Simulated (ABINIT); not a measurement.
**Short convergence ladders for Li (Im-3m, 1 atom in the cell)**

```
Li
1.0
   -1.75023     1.75023     1.75023
    1.75023    -1.75023     1.75023
    1.75023     1.75023    -1.75023
Li
1
Cartesian
  0.00000   0.00000   0.00000
```

Base method: PBEsol, PAW (JTH v2.0 PBE PAW, files made for PBE) (plane waves; ABINIT 10.0.3).

Base settings: pseudos = [Li.GGA_PBE-JTH.xml]; ecut = 20 Ha; pawecutdg = 40 Ha; pawxcdev = 0; ixc = -116133; occopt = 7; tsmear = 0.00367493 Ha; ngkpt = 7 7 7; nshiftk = 1; shiftk = 0 0 0.

The count of work is k-points × plane waves × bands × iterations; it is no time. Core times come from one kind of shared machine, to one figure; runs under 30 s give none.

**The cutoff for other potential files**

Level: DFT, PBEsol, plane waves, norm-conserving pseudopotentials (PseudoDojo nc-sr-04 PBEsol standard).

In this ladder: pseudos = [Li.upf]; pawecutdg = default; pawxcdev = default; ixc = default; potentials = PseudoDojo nc-sr-04 PBEsol standard.

The second cell is the first with its lattice scaled by 0.98.

The mesh stays at the base's, so the ladder's end is converged at best in this setting alone.

Only quantities that move along the ladder and can be compared are tabulated.

| ecut | free energy less the last step's (meV/atom) | energy of the compressed cell less the first (meV/atom) | pressure (GPa) | count of work / last |
|---|---|---|---|---|
| 17 Ha | 2194.58 | -4.32 | -54.40 | 0.11 |
| 20 Ha | 882.58 | -9.40 | -28.86 | 0.14 |
| 26 Ha | 100.72 | -2.81 | -6.00 | 0.21 |
| 31 Ha | 9.70 | -2.37 | -1.49 | 0.27 |
| 37 Ha | 0.36 | -2.62 | -0.72 | 0.36 |
| 44 Ha | 0.18 | -2.62 | -0.70 | 0.46 |
| 56 Ha | 0.08 | -2.63 | -0.70 | 0.66 |
| 74 Ha | 0.00 | -2.63 | -0.70 | 1.0 |

Coarsest ecut that holds the energy of the compressed cell less the first within 0.2 meV/atom of the last step, with all finer ones: 37 Ha, at 0.36 of the last step's count of work; the step before is off by 0.25 meV/atom.

Coarsest ecut that holds the pressure within 0.5 GPa of the last step, with all finer ones: 37 Ha, at 0.36 of the last step's count of work; the step before is off by 0.79 GPa.

Coarsest ecut that holds the free energy within 2 meV/atom of the last step, with all finer ones: 37 Ha, at 0.36 of the last step's count of work; the step before is off by 9.7 meV/atom.

The energy difference between the two cells stays within 1 meV/atom of the last step's from 26 Ha on, the total only from 37 Ha on: much of the error is common to both cells and cancels.

At the lowest cutoff the pressure lies 53.7 GPa under the last step's, the usual sign of Pulay stress in an incomplete plane-wave basis.

**The relaxed cell against the cutoff**

In this ladder: ionmov = 22; ntime = 40; tolmxf = 0.0001 Ha/bohr; optcell = 2; dilatmx = 1.08; ecutsm = 0.5 Ha. Moved along: pawecutdg.

The mesh stays at the base's, so the ladder's end is converged at best in this setting alone.

Only quantities that move along the ladder and can be compared are tabulated.

| ecut | relaxed volume (Å³/atom) | relaxation steps | core time / last (rough) |
|---|---|---|---|
| 12 Ha | 20.375 | 12 | 0.5 |
| 14 Ha | 20.327 | 6 | – |
| 17 Ha | 20.311 | 7 | 0.4 |
| 20 Ha | 20.322 | 7 | 0.5 |
| 24 Ha | 20.297 | 6 | 0.5 |
| 30 Ha | 20.251 | 6 | 0.4 |
| 40 Ha | 20.281 | 9 | 1 |

Coarsest ecut that holds the relaxed volume within 0.02 Å³/atom: not settled: the last two steps still differ by 0.031 Å³/atom, over half the tolerance, so the ladder does not show it.

At the lowest cutoff the cell relaxes to a volume 0.5 % larger than at the highest.

On the base run: the starting cell has typed, rounded lattice constants, without a prior relaxation at this level. Its lattice was rescaled by up to half a per cent. The potentials were made for another functional than the one used.

Left out of this page: 1 run of the series failed or unconverged.
